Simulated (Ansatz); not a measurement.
L1₀ (CuAu-type) TiAl, treated with LDA (PAW; Ansatz, a program for electronic structure).

Run with plane-wave cutoff 520 eV, 20×20×14 k mesh (along the axes of the cell as run), Fermi–Dirac smearing 0.05 eV, no spin polarisation, scalar-relativistic PAW data made under PBE.

Cell (relaxed at this level):

AlTi is taken in the tetragonal space group P4/mmm (No. 123), Pearson symbol tP2. Lattice parameters: a = b = 2.765 Å, c = 4.002 Å, α = β = γ = 90.00°. Ti on 1a is surrounded by 4 Ti at 2.765 Å and 8 Al at 2.798 Å (cuboctahedral). Al on 1d sees 4 Al at 2.765 Å and 8 Ti at 2.798 Å (cuboctahedral). (Neighbours: up to the widest gap in distance over summed covalent radii, below 1.35, at either atom.)

Q: Give the computed bulk modulus and pressure derivative B′ of the bulk modulus.

A: 
bulk modulus: 127 GPa
pressure derivative B′ of the bulk modulus: 3.9

The run finds no gap.

Note: the bulk modulus comes from volumes at which shape and atoms were relaxed.

Static lattice: no zero-point or thermal effects.

Cost on a shared machine: about 6 core-minutes (a rough figure).
